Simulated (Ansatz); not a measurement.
## Ge2Sb2Te5 under a change: Te → Se

Consider Ge$_{2}$Sb$_{2}$Te$_{5}$ (space group Cm, No. 8; a = 13.3626 Å, b = 5.9988 Å, c = 9.4322 Å, α = 90.00°, β = 134.61°, γ = 90.00°; a cell from a computed database, its experimental status unchecked).

Modification: Se takes the place of Te on all its sites; the structure is relaxed again.

Calculations: PBEsol (Ansatz, a first-principles code; PAW; 420 eV plane waves; without spin-orbit coupling). Γ-centred 7×7×5 mesh, Fermi–Dirac width 0.05 eV, for the changed cell.

```
quantity                             base     changed     shift
-----------------------------  ----------  ----------  --------
volume per atom                  29.90 Å³    25.16 Å³  -4.74 Å³
space group                    Cm (No. 8)  Cm (No. 8)         –
shortest interatomic distance     2.746 Å     2.560 Å  -0.186 Å
band gap                             zero        zero         –
```

Cost of the whole job for the changed cell (relaxation, final SCF and bands): very roughly 50 core-minutes.

With Sb and Te present, leaving out spin-orbit coupling can change the band edges. Whether these cells are dynamically stable was not tested. As relaxed here, Ge2Sb2Se5 is a hypothetical phase, not in the database extracts checked. The final runs are not spin-polarised. Gaps under 0.05 eV, about the width of the smearing, are given as zero. The zero or small gap of Ge2Sb2Se5 and Ge2Sb2Te5 can change with the level of theory.
